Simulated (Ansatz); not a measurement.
The starting structures come from a database of crystals and need not be the phases stable at ambient conditions.

 Where the default PAW files enter, the runs use the earlier of Ansatz's two default sets.

```yaml
crystal:
  lattice:
    - [3.38795, 0.00000, 0.00000]
    - [0.00000, 5.63274, 0.00000]
    - [0.00000, 0.00000, 6.58922]
  atoms:
    - { symbol: Zr, position: [0.75000, 0.75154, 0.10842] }
    - { symbol: Zr, position: [0.25000, 0.24846, 0.89158] }
    - { symbol: Zr, position: [0.25000, 0.74846, 0.60842] }
    - { symbol: Zr, position: [0.75000, 0.25154, 0.39158] }
    - { symbol: O, position: [0.25000, 0.97802, 0.34076] }
    - { symbol: O, position: [0.75000, 0.02198, 0.65924] }
    - { symbol: O, position: [0.75000, 0.52198, 0.84076] }
    - { symbol: O, position: [0.25000, 0.47802, 0.15924] }
    - { symbol: O, position: [0.25000, 0.86074, 0.92350] }
    - { symbol: O, position: [0.75000, 0.13926, 0.07650] }
    - { symbol: O, position: [0.75000, 0.63926, 0.42350] }
    - { symbol: O, position: [0.25000, 0.36074, 0.57650] }
```

Space group of this cell: Pnma. The cell is taken as given; by r2SCAN its mean pressure is -9.1 GPa.

Method: r2SCAN (plane waves, PAW; Ansatz, a program for electronic structure).

The current runs along the normal of the first two printed vectors; no spin-orbit coupling. Scaled by the factor s: all lengths (ions clamped). Meshes 10×6×6 and 10×6 across the current in all rows.

```csv
s,mean pressure (GPa),slowest mid-gap decay constant κ (1/Å)
0.98,7.6,?
1.00,-9.1,0.432
1.02,-21.7,0.415
```

Question: Take the slope of the slowest mid-gap decay constant κ against ln s from the two given rows, extrapolate to s = 0.98, and say what the run there gives.

Answer: Slope = (0.415 − 0.432) / ln 1.02 = -0.858 1/Å. The line gives 0.432 + (-0.858) × ln 0.98 = 0.449 1/Å. The run gives 0.449 1/Å, as the line does.
